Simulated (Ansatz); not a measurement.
The starting structures come from a database of crystals and need not be the phases stable at ambient conditions.

```xyz
4
Lattice="3.8313 0.0000 0.0000 -1.9157 3.3180 0.0000 0.0000 0.0000 6.3326" Properties=species:S:1:pos:R:3 pbc="T T T"
Si     0.0000     2.2120     0.3990
Si     1.9157     1.1060     5.9336
Si     1.9157     1.1060     3.5653
Si     0.0000     2.2120     2.7673
```

Space group of this cell: P6_3/mmc. The cell is taken as given.

These are r2SCAN (plane waves, PAW; Ansatz, a program for electronic structure) values and carry that method's errors.

The current runs along the normal of the first two printed vectors; no spin-orbit coupling. Scaled by the factor s: all lengths (ions clamped). Meshes 12×12×6 and 12×12 across the current in all rows.

| s | mean pressure (GPa) | band gap (eV) |
|---|---|---|
| 0.98 | 6.9 | 0.46 |
| 1.00 | 0.2 | 0.60 |
| 1.02 | -4.9 | ? |

Task: Take the slope of the band gap against ln s from the two given rows, extrapolate to s = 1.02, and say what the run there gives.

Result: Slope = (0.46 − 0.60) / ln 0.98 = 6.93 eV. The line gives 0.60 + (6.93) × ln 1.02 = 0.74 eV. The run gives 0.72 eV, 0.02 eV under the line, 13 % of the predicted step.
